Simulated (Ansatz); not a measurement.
Relaxation of the outer planes of the (221) surface of bcc Mo in its 1x1 cell, outermost plane spacing 0.53 Å in the ideal cut.

Computed with PBE (plane waves to 420 eV, PAW; Ansatz, an electronic-structure program).

Model: 20-atom slab, 10.0 Å thick at the start (thin: gaps and levels are the slab's own), 9x6x1 mesh, Fermi-Dirac 0.1 eV, dipole correction, all atoms relaxed; held to the part of the start's symmetry that mesh and held atoms allow; no spin, no spin-orbit, no U.

```csv
plane,atoms,bulk spacing to the next (Å),relaxed spacing (Å),change (%),rumpling (Å)
1,Mo,0.527,0.456,-13.4,0.00
2,Mo,0.527,0.480,-8.9,0.00
```
